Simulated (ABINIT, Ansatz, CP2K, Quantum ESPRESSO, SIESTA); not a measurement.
## Code comparison for La3Ga (Pm-3m, 4 atoms in the cell)

Self-consistent single point.

```
La3Ga
1.0
    4.98640     0.00000     0.00000
    0.00000     4.98640     0.00000
    0.00000     0.00000     4.98640
La Ga
3 1
Cartesian
  0.00000   2.49320   2.49320
  2.49320   0.00000   2.49320
  2.49320   2.49320   0.00000
  0.00000   0.00000   0.00000
```

All programs got the same cell, k-point mesh and kind of occupations (in Ansatz's words: kpoints.mp_grid.grid = 7 7 7; scf.occupations.method = fermi_dirac; scf.occupations.width = 0.05 eV); potentials, basis and cutoffs are each program's usual ones.

| code | model | pressure (GPa) | k-points | cutoff |
|---|---|---|---|---|
| SIESTA | GGA PBEsol, numerical atomic orbitals DZP, PseudoDojo PBEsol standard norm-conserving potentials (rewritten from UPF to PSML) | -1.71 | 172 | grid 400 Ry |
| Quantum ESPRESSO | PBEsol, GBRV 1.5 ultrasoft (PBESOL) pseudopotentials | -3.31 | 20 | 50 Ry |
| Ansatz | PBEsol, PAW files made with PBE | -3.44 | 20 | 420 eV |
| ABINIT | PBEsol, PAW (JTH v2.0 PBE PAW, files made for PBE) | -3.26 | 20 | 26 Ha |
| CP2K | PBEsol, GPW, DZVP-MOLOPT-SR-GTH basis, GTH-PBE potentials (GTH_POTENTIALS) | -1.94 | 172 | grid 600 Ry |

The spread over the programs that give each value: pressure within 1.73 GPa.

The starting cell comes from a database of computed structures (which also holds hypothetical and non-ambient phases and stackings), without a prior relaxation at this level. Its lattice was rescaled by a random factor within 2.5 % of one. On Ansatz's run: In the base run, with a pressure of about -3 GPa the cell is away from its equilibrium volume at this level.

Task: Why do the programs differ, and what cannot be compared?

Result: Differences of this kind can come from the potentials, where these differ, and from what each basis and cutoff leave unconverged. The valence holds different numbers of electrons (SIESTA 46, Quantum ESPRESSO 52, Ansatz (a program for electronic structure) 46, ABINIT 46, CP2K 46). The zero of total energies and Fermi levels follows the potentials and each program's conventions, so they are not compared here. SIESTA and CP2K use small atom-centred bases, whose incompleteness enters pressures, forces and empty levels differently from a plane-wave cutoff. Ansatz's pressure is given at a fixed set of plane waves, as the other plane-wave codes print theirs. The programs reduce the same mesh by symmetry to different extents, which changes the work and not the result. In the pressure, SIESTA (by 1.61) and CP2K (by 1.37) lie more than 1 GPa from the median of the plane-wave programs.

Left out of this page: Elk (not drawn, or without a comparable value); FLEUR (with a known weakness of the program).

Keys are those of Ansatz 0.2.
